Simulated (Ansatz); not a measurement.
MoS2 (within 0.1 Å of P6₃/mmc, No. 194, 12 atoms in the cell; start mp-1027525), treated with LDA (PAW; Ansatz, a first-principles code).

The input as run:

Ansatz 0.2 input:
```yaml
crystal:
  lattice:
    - [3.1492599878, 0.0, 0.0]
    - [-1.5746299939, 2.7273391525, 0.0]
    - [0.0, 0.0, 24.1821420931]
  atoms:
    - { symbol: Mo, position: [0.6666666667, 0.3333333333, 0.8750411523] }
    - { symbol: Mo, position: [0.3333333333, 0.6666666667, 0.1249588477] }
    - { symbol: Mo, position: [0.6666666667, 0.3333333333, 0.3749715647] }
    - { symbol: Mo, position: [0.3333333333, 0.6666666667, 0.6250284353] }
    - { symbol: S, position: [0.3333333333, 0.6666666667, 0.9397913025] }
    - { symbol: S, position: [0.6666666667, 0.3333333333, 0.0602086975] }
    - { symbol: S, position: [0.3333333333, 0.6666666667, 0.4397238545] }
    - { symbol: S, position: [0.6666666667, 0.3333333333, 0.5602761455] }
    - { symbol: S, position: [0.6666666667, 0.3333333333, 0.6897805239] }
    - { symbol: S, position: [0.3333333333, 0.6666666667, 0.3102194761] }
    - { symbol: S, position: [0.6666666667, 0.3333333333, 0.1897095021] }
    - { symbol: S, position: [0.3333333333, 0.6666666667, 0.8102904979] }
basis:
  ecutwfc: 520
  ecutrho_ratio: 4
  xc_grid: 2
kpoints:
  mp_grid: { grid: [12, 12, 2] }
  band_path:
    path:
      - [0.0, 0.0, 0.0]
      - [0.045455, 0.0, 0.0]
      - [0.090909, 0.0, 0.0]
      - [0.136364, 0.0, 0.0]
      - [0.181818, 0.0, 0.0]
      - [0.227273, 0.0, 0.0]
      - [0.272727, 0.0, 0.0]
      - [0.318182, 0.0, 0.0]
      - [0.363636, 0.0, 0.0]
      - [0.409091, 0.0, 0.0]
      - [0.454545, 0.0, 0.0]
      - [0.5, 0.0, 0.0]
      - [0.472222, 0.055556, 0.0]
      - [0.444444, 0.111111, 0.0]
      - [0.416667, 0.166667, 0.0]
      - [0.388889, 0.222222, 0.0]
      - [0.361111, 0.277778, 0.0]
      - [0.333333, 0.333333, 0.0]
      - [0.307692, 0.307692, 0.0]
      - [0.282051, 0.282051, 0.0]
      - [0.25641, 0.25641, 0.0]
      - [0.230769, 0.230769, 0.0]
      - [0.205128, 0.205128, 0.0]
      - [0.179487, 0.179487, 0.0]
      - [0.153846, 0.153846, 0.0]
      - [0.128205, 0.128205, 0.0]
      - [0.102564, 0.102564, 0.0]
      - [0.076923, 0.076923, 0.0]
      - [0.051282, 0.051282, 0.0]
      - [0.025641, 0.025641, 0.0]
      - [0.0, 0.0, 0.5]
      - [0.045455, 0.0, 0.5]
      - [0.090909, 0.0, 0.5]
      - [0.136364, 0.0, 0.5]
      - [0.181818, 0.0, 0.5]
      - [0.227273, 0.0, 0.5]
      - [0.272727, 0.0, 0.5]
      - [0.318182, 0.0, 0.5]
      - [0.363636, 0.0, 0.5]
      - [0.409091, 0.0, 0.5]
      - [0.454545, 0.0, 0.5]
      - [0.5, 0.0, 0.5]
      - [0.472222, 0.055556, 0.5]
      - [0.444444, 0.111111, 0.5]
      - [0.416667, 0.166667, 0.5]
      - [0.388889, 0.222222, 0.5]
      - [0.361111, 0.277778, 0.5]
      - [0.333333, 0.333333, 0.5]
      - [0.307692, 0.307692, 0.5]
      - [0.282051, 0.282051, 0.5]
      - [0.25641, 0.25641, 0.5]
      - [0.230769, 0.230769, 0.5]
      - [0.205128, 0.205128, 0.5]
      - [0.179487, 0.179487, 0.5]
      - [0.153846, 0.153846, 0.5]
      - [0.128205, 0.128205, 0.5]
      - [0.102564, 0.102564, 0.5]
      - [0.076923, 0.076923, 0.5]
      - [0.051282, 0.051282, 0.5]
      - [0.025641, 0.025641, 0.5]
    npoints: 1
hamiltonian:
  xc: lda
  dispersion: none
  pseudopotentials: { kind: paw }
scf:
  occupations: { method: fermi_dirac, width: 0.01 }
  convergence: { dr2_threshold: 0.0000000012 }
output:
  forces: true
  stress: true
  eigenvalues: true
  write_bands: true
```

Output (set-up and result lines):

```
Crystal: 12 atoms, lattice volume = 207.703 Å³
Basis set: ecut = 520 eV, 5567 PW (Γ), exchange–correlation on 48×48×360 points (8 copies of the dense FFT grid, shifted against one another)
Bands: 64, of which v1, the nominal top of the filled ones, is band 52 counted from 1 (51 counted from 0)
Symmetry: 12 space group operations
Space group: P-3m1 (ITA 164), of the structure as read, at distance tolerance 5.9e-5 Å
k-points: 38 of 288
Functional: x = slater, c = lda
SCF iter   1: F=—  HF=-26339.496961 eV  |F-HF|=—  |Δ(HF+E_count)|=         —  Δρ=7.60e-3  dr2=5.24e-2
SCF iter   2: F=—  HF=-26339.500254 eV  |F-HF|=—  |Δ(HF+E_count)|=   3.29e-3  Δρ=4.33e-3  dr2=1.76e-2
  ...
SCF iter   7: F=—  HF=-26339.500533 eV  |F-HF|=—  |Δ(HF+E_count)|=   3.30e-8  Δρ=1.61e-6  dr2=5.10e-9
SCF iter   8: F=-26339.500533 eV  HF=-26339.500533 eV  |F-HF|=2.18e-11  |Δ(HF+E_count)|=   2.22e-9  Δρ=3.16e-7  dr2=2.38e-10
SCF 1 converged in 8 iterations: F = -26339.500533 eV  dr2 = 2.38e-10
SCF converged after 8 iterations
Free energy (F): -26339.500533 eV
Internal energy: -26339.500533 eV  (E = F + TS)
E sigma→0 (E₀):  -26339.500533 eV
Fermi energy:    11.590590 eV
--- Forces (eV/Å), atoms counted from 1 ---
  atom   1  Mo    -0.00000000     0.00000000    -0.00056176
  atom   2  Mo     0.00000000     0.00000000     0.00056176
  atom   3  Mo     0.00000000     0.00000000     0.00024843
  atom   4  Mo     0.00000000     0.00000000    -0.00024843
  atom   5  S      0.00000000     0.00000000    -0.40236759
  atom   6  S     -0.00000000     0.00000000     0.40236759
  atom   7  S     -0.00000000    -0.00000000    -0.40227627
  atom   8  S     -0.00000000    -0.00000000     0.40227627
  atom   9  S      0.00000000     0.00000000    -0.40252035
  atom  10  S      0.00000000     0.00000000     0.40252035
  atom  11  S     -0.00000000     0.00000000    -0.40186410
  atom  12  S     -0.00000000     0.00000000     0.40186410
--- Stress (GPa, compression-positive) ---
       -3.828169       0.000000       0.000000
       -0.000000      -3.828169       0.000000
        0.000000      -0.000000      -3.897667
  P = ⅓ Tr σ = -3.8513 GPa (-38.513 kbar)
```

The PAW data were made under PBE.

Note: cell and atoms aren't relaxed at this level (largest force component 0.40 eV/Å, pressure -3.9 GPa). Note: the cell has widely spaced layers and the level no dispersion term, so their spacing and the moduli can rest on weak binding.

A start named mp-… is a Materials Project structure, which need not be a measured phase.
